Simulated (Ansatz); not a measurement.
Base system: BeS in the zinc blende structure (space group F-43m, No. 216; a = 4.876 Å).

Calculations: PBE/PAW in Ansatz (a quantum-chemistry and plane-wave program), no spin-orbit coupling.

For the base:

The smallest direct gap is 5.61 eV. The band gap is 3.15 eV. The volume per atom is 14.49 Å³.

Now apply this change: cell and atoms relaxed at a pressure of 15 GPa.

Task: Estimate the effect on the smallest direct gap, band gap and volume per atom.

Result: The smallest direct gap falls by 0.04 eV, from 5.61 eV to 5.57 eV; the band gap drops by 0.314 eV, from 3.15 eV to 2.83 eV; the volume per atom drops by 1.73 Å³ (14.49 Å³ → 12.76 Å³).

Load acts through the strain it causes; cell and atoms are relaxed under it. No phonon test of stability was made. No other phases were tried under pressure.
